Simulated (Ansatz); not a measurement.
GaAs in the rock salt structure (space group Fm-3m, No. 225; a hypothetical phase, not in the database extracts checked)

```xyz
2
Lattice="0.0000 2.6517 2.6517 2.6517 0.0000 2.6517 2.6517 2.6517 0.0000" Properties=species:S:1:pos:R:3 pbc="T T T"
As     0.0000     0.0000     0.0000
Ga     2.6517     2.6517     2.6517
```

Computed with DFT with PBEsol, PAW potentials and a 420 eV plane-wave cutoff in Ansatz (a program for electronic structure), no spin-orbit coupling. Γ-centred 15×15×15 mesh, Fermi–Dirac width 0.05 eV.

The volume per atom is 18.65 Å³ and the density is 6.44 g/cm³. The band gap comes out as zero and the total energy is -4278.161 eV/atom (σ→0; compares only within this code and set-up).

Stability against distortions was not tested. All final runs are without spin polarisation.
